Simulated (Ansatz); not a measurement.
# Converging the plane-wave cutoff: LaFeSi (P4mm, 6 atoms in the cell)

```xyz
6
Lattice="4.1529 0.0000 0.0000 0.0000 4.1529 0.0000 0.0000 0.0000 7.3282" Properties=species:S:1:pos:R:3 pbc="T T T"
La     2.0764     0.0000     5.0927
La     0.0000     2.0764     2.2854
Fe     0.0000     0.0000     0.0000
Fe     2.0764     2.0764     0.0000
Si     2.0764     0.0000     1.2141
Si     0.0000     2.0764     6.1141
```
Moments meant for the start (each program seeds them in its own way; μB, in the order of the atoms La La Fe Fe Si Si): 0.0 0.0 4.0 4.0 0.0 0.0.

Method of the run: PBEsol, default PAW files made with PBE (plane waves; Ansatz, a first-principles code).

Base settings: basis.ecutwfc = 420 eV; kpoints.mp_grid.grid = 3 3 2; hamiltonian.xc = pbesol; hamiltonian.pseudopotentials = {kind: paw} (the program's default PAW files); magnetization.spin_polarized = true; scf.occupations.method = fermi_dirac; scf.occupations.width = 0.1 eV.

The second cell is the first with its lattice scaled by 0.98.

The mesh stays at the base's, so the ladder's end is converged at best in this setting alone.

The first pressure column holds Ansatz's estimate of the finite-basis (Pulay) stress, which hides part of the cutoff error; the other is without it.

Only quantities that move along the ladder and can be compared are tabulated.

The magnetic state is not the same in all runs (site moments differ, or a search went on to a lower state), so steps between rows are not convergence errors alone.

The count of work is k-points × plane waves × bands × iterations; it is no time. Core times come from one kind of shared machine, to one figure; runs under 30 s give none.

The starting cell comes from a database of computed structures (which also holds hypothetical and non-ambient phases and stackings), without a prior relaxation at this level. Its lattice was rescaled by up to half a per cent. One atom was moved a little off its site on purpose. The starting moments vanished: the run ended non-magnetic, which need not be the lowest state. The program warned that a starting moment was not kept. In the base run, with a pressure of about -9 GPa the cell is away from its equilibrium volume at this level. In the base run, forces exceed 1 eV/Å. Without a gap this mesh is coarse (it stands for a supercell whose shortest vector is 12 Å).

| basis.ecutwfc | free energy less the last step's (meV/atom) | energy of the compressed cell less the first (meV/atom) | pressure (GPa) | pressure without the Pulay estimate (GPa) | largest difference of a force vector from the last step's (eV/Å) | count of work / last | core time / last (rough) |
|---|---|---|---|---|---|---|---|
| 145 eV | 33743.51 | 316.43 | 5.09 | -801.08 | 4.836 | 0.021 | – |
| 170 eV | 15225.78 | 402.19 | 10.82 | -418.98 | 2.529 | 0.022 | – |
| 190 eV | 7814.55 | 70.52 | 7.61 | -242.95 | 1.567 | 0.031 | – |
| 210 eV | 3984.36 | -17.23 | 0.86 | -144.22 | 0.594 | 0.094 | – |
| 230 eV | 2060.49 | -25.58 | -7.11 | -87.08 | 0.250 | 0.11 | – |
| 250 eV | 1085.47 | -79.42 | -8.19 | -54.78 | 0.164 | 0.14 | – |
| 295 eV | 211.93 | -42.65 | -7.70 | -20.64 | 0.129 | 0.16 | – |
| 335 eV | 34.42 | -45.16 | -8.37 | -11.27 | 0.043 | 0.20 | 0.3 |
| 380 eV | 3.22 | -46.76 | -8.59 | -8.88 | 0.004 | 0.22 | – |
| 420 eV | 1.11 | -47.03 | -8.61 | -8.64 | 0.001 | 0.27 | 0.3 |
| 460 eV | 0.81 | -47.04 | -8.61 | -8.63 | 0.001 | 0.29 | 0.3 |
| 505 eV | 0.50 | -47.04 | -8.61 | -8.63 | 0.000 | 0.33 | 0.4 |
| 565 eV | 0.29 | -47.05 | -8.62 | -8.62 | 0.000 | 0.39 | 0.4 |
| 630 eV | 0.19 | -47.05 | -8.62 | -8.62 | 0.000 | 0.47 | 0.3 |
| 735 eV | 0.08 | -47.06 | -8.62 | -8.62 | 0.000 | 0.58 | 0.6 |
| 840 eV | 0.04 | -47.06 | -8.62 | -8.62 | 0.000 | 0.74 | 0.7 |
| 1010 eV | 0.00 | -47.06 | -8.62 | -8.62 | 0.000 | 1.0 | 1 |

Coarsest basis.ecutwfc that holds the free energy within 1 meV/atom of the last step, with all finer ones: 460 eV, at 0.29 of the last step's count of work and about 0.3 of the last step's time; the step before is off by 1.1 meV/atom.

Coarsest basis.ecutwfc that holds the pressure within 1 GPa of the last step, with all finer ones: 250 eV, at 0.14 of the last step's count of work; the step before is off by 1.5 GPa.

Coarsest basis.ecutwfc that holds the forces within 0.005 eV/Å of the last step, with all finer ones: 380 eV, at 0.22 of the last step's count of work; the step before is off by 0.043 eV/Å.

The energy difference between the two cells stays within 1 meV/atom of the last step's from 380 eV on, the total only from 460 eV on: much of the error is common to both cells and cancels.

At the lowest cutoff the pressure without the Pulay estimate lies 792 GPa under the last step's, the usual sign of Pulay stress in an incomplete plane-wave basis.

Keys are those of Ansatz 0.2.
